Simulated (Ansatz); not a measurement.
**BN, response to strain**

The parent structure is BN in the zinc blende structure (space group F-43m, No. 216).

```xyz
2
Lattice="0.0000 1.8049 1.8049 1.8049 0.0000 1.8049 1.8049 1.8049 0.0000" Properties=species:S:1:pos:R:3 pbc="T T T"
B      0.0000     0.0000     0.0000
N      0.9024     0.9024     0.9024
```

Cartesian axes are those of the cell as printed.

Strains are applied to the cell and any free atomic positions relax; under biaxial strain the out-of-plane vector relaxes too.

Method: Ansatz (a program for electronic structure) r2SCAN, no SOC.

| biaxial strain, plane normal [001], relaxed out of plane (%) | out-of-plane strain (%) |
|---|---|
| 0 | 0.00 |
| 0.5 | -0.21 |
| 1 | -0.43 |
| 1.5 | -0.65 |
| 2 | -0.86 |
| 2.5 | ? |
| 3 | -1.30 |

Task: Fit ε⊥ = −νε + γε² (strains in %) to the rows shown and predict the withheld row.

Result: Least squares on the printed values gives ν = 0.43 (the biaxial Poisson response) and γ = -0.002 (largest residual 0.00 %); this predicts -1.08 %, and the run gives -1.08 %, in agreement.

Stability against distortions was not tested.
